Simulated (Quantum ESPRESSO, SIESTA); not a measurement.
Equation of state of wurtzite ZnS (space group 186): energy against volume (SIESTA, LDA)

```xyz
4
Lattice="3.6714 0.0000 0.0000 -1.8357 3.1795 0.0000 0.0000 0.0000 6.0165" Properties=species:S:1:pos:R:3 pbc="T T T"
Zn     0.0000     2.1197     0.0000
Zn     1.8357     1.0598     3.0083
S      0.0000     2.1197     2.2562
S      1.8357     1.0598     5.2645
```

Method of the run: LDA PW92, numerical atomic orbitals DZP, PseudoDojo LDA standard norm-conserving potentials (rewritten from UPF to PSML) (SIESTA). Settings: XC.functional = LDA; XC.authors = PW92; potentials = PseudoDojo LDA standard; PAO.BasisSize = DZP; PAO.EnergyShift = 0.01 Ry; MeshCutoff = 390 Ry; kgrid.MonkhorstPack = 10 10 6; OccupationFunction = FD; ElectronicTemperature = 116.05 K; MaxSCFIterations = 150; SCF.Mixer.Method = Pulay; SCF.Mixer.Weight = 0.1; SCF.Mixer.History = 6; SCF.DM.Tolerance = 1.0E-05. The cell above is the first row's. The rows scale it uniformly. In all rows fractional positions and the k mesh are held. E is the free energy at the stated smearing, counted from the lowest row.

```csv
V (Å^3/atom),E (meV/atom)
17.558,?
17.940,3.34
18.322,0.00
18.704,1.75
19.085,8.13
19.467,18.63
19.849,32.93
20.230,50.57
20.612,71.18
```

### Question
Fit E against V with the third-order Birch-Murnaghan form, a cubic in V^(-2/3), and predict the withheld value at V = 17.558.

### Answer
With u = V^(-2/3) - 0.139, the rows have u = 0.006921, 0.004886, 0.002920, 0.001025, -0.000813, -0.002592, -0.004310, -0.005979. Least squares gives E = 13.467 - 5867.16·u + 634936·u² + 221760·u³. Residuals (row less fit): -0.007, 0.016, -0.004, 0.010, -0.027, -0.007, 0.039, -0.017; standard error 0.027 (degrees of freedom: 4). Its minimum lies at u = 0.004609, so V0 = (0.143609)^(-3/2) = 18.37. There d²E/du² = 1276000 and d³E/du³ = 1331000, so B0 = (4/9) × 18.37^(-7/3) × 1276000 × 0.160218 = 102 GPa (the last factor turns the table's units into GPa), and B0' = 4 + (2/3) × 0.143609 × (1331000)/1276000 = 4.1. The program's pressures in the fitted runs (not shown) pass through zero at V = 18.38, 0.01 % from this V0. At the withheld row, u = 0.009030, so E = 13.467 - 5867.16 × 0.009030 + 634936 × 0.009030² + 221760 × 0.009030³ = 12.423 meV/atom. The calculation gives 12.42 meV/atom, which the fit meets to the printed digits. The row lies outside the fitted rows, so this is an extrapolation. From the scatter of the fitted rows alone, a prediction at this place has a standard error of 0.081 meV/atom, so the miss is 0.0 times that.

Carrying the step between the two nearest rows on in a straight line would have given 6.68, off by 5.74; series whose last step already gives the withheld value aren't shown. The scan was laid around a cell of about the measured size, scaled by a guess for this functional; axis ratios and inner coordinates come from that cell. This is the high-temperature polymorph. The runs keep the symmetry of the cell, so they don't test it for distortions. A plane-wave scan with the same functional (Quantum ESPRESSO, GBRV) gives V0 = 18.63 Å^3/atom and B0 = 85.9 GPa; a Birch-Murnaghan fit to all rows here lies -1.4 % from it in V0 and 19 % in B0; the two differ in basis, and may differ in potentials and mesh. Values carry the incompleteness of an atom-centred basis. The shape of the cell and the inner coordinates aren't relaxed, so V0 and B0 belong to this uniform scaling; a relaxed crystal lies no higher in energy and is usually softer. Cutoffs and mesh are single choices, not tested for convergence of this quantity. Series with a scatter that would blur these digits, or in which a gap closes, are not shown. Nor are scans whose minimum lies at an end fitted in this form.
